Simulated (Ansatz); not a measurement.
C (P6_3/mmc), r2SCAN, rigid bands (Ansatz, a first-principles code): band gap 3.57 eV, N_c = 1.21e19 cm⁻³ and N_v = 1.85e19 cm⁻³ at 300 K, conductivity masses along y (a = (2.50, 0.00, 0.00) Å; b = (-1.25, 2.16, 0.00) Å; c = (0.00, 0.00, 4.16) Å) of 0.461 mₑ (electrons) and 0.442 mₑ (holes). Take k_BT = 0.02585 eV.

Problem. Find the intrinsic carrier density and the intrinsic Fermi level.

Solution. n_i = √(N_c N_v) exp(−E_g/2k_BT) = 1.50e19 × exp(−69.05) = 1.5e-11 cm⁻³. The level lies (k_BT/2) ln(N_v/N_c) = 5 meV from mid-gap (positive towards the conduction band). Each 0.1 eV added to the gap lowers n_i by a factor of 6.9.

Problem. A film of it is 8 nm thick, with its normal along the direction named. Estimate the confinement energies in an infinite well.

Solution. ħ²π²/(2m t²) = 0.376 eV·nm²/(m/mₑ × t²) gives 12.7 meV for electrons and 13.3 meV for holes, so the gap would widen to about 3.60 eV. Finite barriers and nonparabolic bands lower this, and with several valleys or bands the heaviest mass along the normal sets the lowest level, not this average.

Problem. What built-in voltage has an abrupt junction with N_A = 1e17 and N_D = 1e18 cm⁻³, all dopants ionised?

Solution. V_bi = E_g/e − (k_BT/e) ln(N_c N_v/(N_A N_D)) = 3.57 − 0.02585 × 7.71 = 3.37 V. It follows the computed gap one for one.

Rigid, parabolic bands with the computed gap; masses take one relaxation time for all states. Spin-orbit coupling is left out. Geometry: cell and atoms relaxed with PBEsol.
